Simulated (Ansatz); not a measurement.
Consider W in the bcc (W type) structure (space group Im-3m, No. 229).

```yaml
crystal:
  lattice:
    - [-1.58464, 1.58464, 1.58464]
    - [1.58464, -1.58464, 1.58464]
    - [1.58464, 1.58464, -1.58464]
  atoms:
    - { symbol: W, position: [0.00000, 0.00000, 0.00000] }
```

Cartesian axes are those of the cell as printed.

Method: r2SCAN/PAW in Ansatz (a first-principles code), without spin-orbit coupling.

For the base:

```
Quantity           Result
---------------  --------
Pressure          0.0 GPa
Volume per atom  15.92 Å³
```

Modification: biaxial strain +0.25 %, plane normal [001], relaxed out of plane (Cartesian); in-plane vectors clamped, the third vector and the atoms free.

### Question
Estimate the effect on the pressure, energy relative to the base and volume per atom.

### Answer
The pressure (mean of the normal stresses, compression positive) goes from zero to -1.0 GPa; the energy grows by 0.4 meV/atom; the volume per atom grows by 0.05 Å³ (15.92 Å³ → 15.97 Å³).

Without a gap, meshes like the base's 21×21×21 leave anisotropic stresses uncertain by several tenths of a GPa, and small strain energies with them. Stability against distortions was not tested. All final runs are without spin polarisation.
